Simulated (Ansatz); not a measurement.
## Short convergence ladders for NaGa (Cm, 4 atoms in the cell)

```
NaGa
1.0
    3.01918    -3.38665     0.00000
    3.01918     3.38665     0.00000
    0.00000     0.00000     4.88306
Na Ga
2 2
Cartesian
  3.01918  -0.91175   1.27076
  3.01918   0.91175   3.66229
  3.01918   2.80035   1.22076
  3.01918  -2.80035   3.66229
```

Base method: LDA (PW92), default PAW files made with PBE (plane waves; Ansatz, a first-principles code).

Base settings: basis.ecutwfc = 30.9 Ry; kpoints.mp_grid.grid = 7 7 7; hamiltonian.xc = lda; hamiltonian.pseudopotentials = {kind: paw} (the program's default PAW files); scf.occupations.method = gaussian; scf.occupations.width = 0.0073 Ry.

The count of work is k-points × plane waves × bands × iterations; it is no time. Core times come from one kind of shared machine, to one figure; runs under 30 s give none.

**The k-point mesh at a smearing width of 0.02 eV**

In this ladder: scf.occupations.width = 0.0015 Ry.

Only quantities that move along the ladder and can be compared are tabulated.

| kpoints.mp_grid.grid | free energy less the last step's (meV/atom) | pressure (GPa) | largest difference of a force vector from the last step's (eV/Å) | count of work / last | core time / last (rough) |
|---|---|---|---|---|---|
| 3 3 3 | 29.65 | -2.30 | 0.164 | 0.0071 | – |
| 4 4 4 | -2.91 | -2.21 | 0.067 | 0.019 | – |
| 5 5 4 | 8.02 | -2.18 | 0.078 | 0.023 | – |
| 7 7 6 | 1.93 | -2.32 | 0.028 | 0.071 | – |
| 10 10 9 | 0.19 | -2.28 | 0.025 | 0.20 | 0.2 |
| 14 14 13 | 0.05 | -2.30 | 0.008 | 0.56 | 0.5 |
| 17 17 16 | 0.00 | -2.27 | 0.000 | 1.0 | 1 |

Coarsest kpoints.mp_grid.grid that holds the forces within 0.02 eV/Å of the last step, with all finer ones: 14 14 13; the step before is off by 0.025 eV/Å.

Coarsest kpoints.mp_grid.grid that holds the free energy within 0.5 meV/atom of the last step, with all finer ones: 10 10 9, at 0.20 of the last step's count of work and about 0.2 of the last step's time; the step before is off by 1.9 meV/atom.

**The width of Fermi-Dirac smearing**

In this ladder: kpoints.mp_grid.grid = 12 12 12; scf.occupations.method = fermi_dirac.

Narrow widths need finer meshes than wide ones, so the last steps can hold mesh noise.

Only quantities that move along the ladder and can be compared are tabulated; pressure and forces are left out, as mesh noise rules them at narrow widths.

| scf.occupations.width | free energy less the last step's (meV/atom) | energy extrapolated to zero width less the last step's (meV/atom) | core time / last (rough) |
|---|---|---|---|
| 0.0735 Ry | -684.68 | -35.28 | 2 |
| 0.0367 Ry | -171.69 | -0.07 | 1 |
| 0.022 Ry | -56.68 | 0.86 | 1 |
| 0.0147 Ry | -21.21 | 0.26 | 1 |
| 0.0073 Ry | 0.00 | 0.00 | 1 |

Widest scf.occupations.width that holds the free energy within 5 meV/atom: not settled: the last two steps still differ by 21 meV/atom, over half the tolerance, so the ladder does not show it.

Widest scf.occupations.width that holds the energy extrapolated to zero width within 1 meV/atom of the last step, with all finer ones: 0.0367 Ry; the step before is off by 35 meV/atom.

The extrapolation to zero width removes most of the smearing's effect on the energy.

**The mesh under tetrahedron occupations**

In this ladder: scf.occupations.method = tetrahedron; scf.occupations.width = default.

Only quantities that move along the ladder and can be compared are tabulated.

```csv
kpoints.mp_grid.grid,free energy less the last step's (meV/atom),pressure (GPa),largest difference of a force vector from the last step's (eV/Å),count of work / last
3 3 3,27.19,-2.15,0.036,0.0087
4 4 4,5.69,-2.26,0.058,0.020
5 5 5,-0.45,-2.29,0.092,0.033
6 6 6,3.37,-2.28,0.034,0.055
7 7 7,3.52,-2.27,0.022,0.081
11 11 10,0.57,-2.29,0.011,0.27
17 17 16,0.00,-2.29,0.000,1.0
```

Coarsest kpoints.mp_grid.grid that holds the free energy within 2 meV/atom of the last step, with all finer ones: 11 11 10, at 0.27 of the last step's count of work; the step before is off by 3.5 meV/atom.

Coarsest kpoints.mp_grid.grid that holds the forces within 0.02 eV/Å: not settled: the last two steps still differ by 0.011 eV/Å, over half the tolerance, so the ladder does not show it.

Coarsest kpoints.mp_grid.grid that holds the pressure within 0.05 GPa of the last step, with all finer ones: 4 4 4, at 0.020 of the last step's count of work; the step before is off by 0.13 GPa.

Two neighbours can agree and both be off: 6 6 6 and 7 7 7 differ by 0.15 meV/atom in the free energy, yet lie about 3.5 meV/atom from the last step.

On the base run: the starting cell comes from a database of computed structures (which also holds hypothetical and non-ambient phases and stackings), without a prior relaxation at this level. Its lattice was rescaled by up to half a per cent. One atom was moved a little off its site on purpose. Ansatz's pressure includes its estimate of the finite-basis (Pulay) stress.

Left out of this page: 2 runs of the series outside the window shown, repeating another row's setting, or not comparable.

Keys are those of Ansatz 0.2.
